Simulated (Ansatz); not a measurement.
## Hypothetical cubic perovskite BaSnSe3, pressure series

The parent structure is BaSnSe3 in the cubic perovskite structure (space group Pm-3m, No. 221; a hypothetical phase, not in the database extracts checked).

```
CELL_PARAMETERS angstrom
      5.36037     0.00000     0.00000
      0.00000     5.36037     0.00000
      0.00000     0.00000     5.36037
ATOMIC_POSITIONS crystal
  Ba 0.00000 0.00000 0.00000
  Sn 0.50000 0.50000 0.50000
  Se 0.00000 0.50000 0.50000
  Se 0.50000 0.50000 0.00000
  Se 0.50000 0.00000 0.50000
```

Cell and atoms are relaxed at each pressure.

Method: PBE (Ansatz, an electronic-structure program), scalar-relativistic without spin-orbit coupling.

Two rows of this table had their results exchanged by mistake.

```
pressure          volume per atom (Å³)  shortest distance (Å)  band gap
----------------  --------------------  ---------------------  --------
pressure −2 GPa                  32.46                  2.727      zero
pressure −1 GPa                  31.56                  2.702      zero
pressure 0.3 GPa                 30.59                  2.674      zero
pressure 0.7 GPa                 28.07                  2.599      zero
pressure 1.5 GPa                 29.83                  2.652      zero
pressure 3 GPa                   29.00                  2.627      zero
pressure 5 GPa                   30.32                  2.666      zero
pressure 7.5 GPa                 27.11                  2.568      zero
pressure 10 GPa                  26.30                  2.542      zero
```

Q: Which two?

A: The rows for pressure 0.7 GPa and pressure 5 GPa: the volume has to fall steadily with pressure, so 30.32 Å³ belongs to pressure 0.7 GPa and 28.07 Å³ to pressure 5 GPa.

Load acts through the strain it causes; cell and atoms are relaxed under it. Stability against distortions was not tested. Competing high-pressure phases were not computed. The final runs are not spin-polarised. Many cubic perovskites are stable only at high temperature; tilts and polar distortions were not tested.
